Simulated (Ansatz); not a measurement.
The starting structures come from a database of crystals and need not be the phases stable at ambient conditions.

By PBEsol, the system below comes out a metal.

Data:

```
CELL_PARAMETERS angstrom
      4.19032     0.00000     0.00000
      0.00000     4.19032     0.00000
      0.00000     0.00000     4.19032
ATOMIC_POSITIONS crystal
  Sr 0.50000 0.50000 0.50000
  Mg 0.00000 0.00000 0.00000
```

Space group of this cell: Pm-3m, CsCl type. The cell is taken as given; by PBEsol its mean pressure is -0.9 GPa.

The current flows along the normal of the first two printed cell vectors, the (001) plane of the conventional cell. No spin-orbit coupling; the value is a mean over 0.1 eV about the Fermi level.

Q: State the ballistic conductance per area according to Ansatz (a first-principles code) with PBEsol.

A: 0.43 × 10¹⁵ S/m² for both spins.
